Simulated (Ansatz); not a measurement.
## CdTe: band gap against strain

CdTe (zinc blende, F-43m, 36.232 Å³/atom and stress up to 0.01 GPa in the relaxed cell, cube axes along x, y and z) under an equal strain ε along all three axes. PBE in Ansatz, a plane-wave DFT program (PAW, default set), 420 eV, 9×9×9 Γ-centred mesh, Fermi-Dirac smearing 0.05 eV; ions are relaxed, or left where forces stay under 0.02 eV/Å, within the symmetry of each cell. Against the start cell, which lies near the measured one, the relaxed cell differs by 6.5 % in volume; the values below rest on it. Gaps are the smallest over the k-mesh and a band path, without spin-orbit coupling; in all rows the valence edge lies at Γ and the conduction edge at Γ.

Here s stands for strain and Eg for gap.

```
strain (%)  gap (eV)
----------  --------
-1.50          0.720
-1.00          0.675
-0.50          0.630
0.00           0.586
0.50           0.542
1.00           0.499
1.50           0.457
3.00               ?
```

Fit Eg of the 7 rows that show it with a straight line. Means: s 0, Eg 0.5870. About the means, the sum of products is -0.61450 and the sum of squares of s is 7.0000; the slope is their ratio. Least squares gives Eg = 0.5870 - 0.08779·s. Residuals (row less fit): 0.0013, 0.0002, -0.0009, -0.0010, -0.0011, -0.0002, 0.0017; standard error 0.0012 (degrees of freedom: 5). Over these rows the gap moves by -8.78 ± 0.05 eV per unit strain, or -2.9 eV per unit of ln V.

What does the fit predict for Eg at s = 3.00, and how far is the calculated value from it?

Eg = 0.5870 - 0.08779 × 3.0 = 0.3236 eV. The calculation gives 0.335 eV, 0.0114 eV above the prediction (3.0 % of the range of Eg in the table). The row lies outside the fitted rows, so this is an extrapolation. From the scatter of the fitted rows alone, a prediction at this place has a standard error of 0.0019 eV, so the miss is 6.0 times that.

A polynomial of degree 2 through the 12 other runs of the series gives 0.334 there, so most of the miss is curvature that the fit leaves out. Other structures, which can take over under pressure, weren't tried. Spin-orbit coupling is left out, which can shift this property for CdTe. Rows are the converged runs of the series near zero and its far end; series whose fitted rows scatter by over a few per cent of the range, as at a crossing or softening among them, aren't shown in this form, nor equations of state whose B0' disagrees with the runs' pressures. Most that stay on the fit to the last digits aren't either.
